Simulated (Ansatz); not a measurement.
The reference is Ag in the fcc (Cu type) structure (space group Fm-3m, No. 225; a = 4.1046 Å; relaxed with 0.1 eV smearing).

Level of theory: Ansatz (a quantum-chemistry and plane-wave program), r2SCAN, PAW, cutoff 500 eV, no spin-orbit coupling, earlier PAW set.

For the base:

| Property | Result |
|---|---|
| Pressure | 0.0 GPa |

Now apply this change: every lattice vector is stretched by 2.32 %, atoms relaxed at fixed cell.

Question: What does the calculation give for the pressure after the change?

Answer: The pressure goes from zero to -5.8 GPa.

Question: What does the calculation give for the energy relative to the base after the change?

Answer: The energy rises by 24 meV/atom.

The cells carry an imposed strain or load. No phonon test of stability was made.
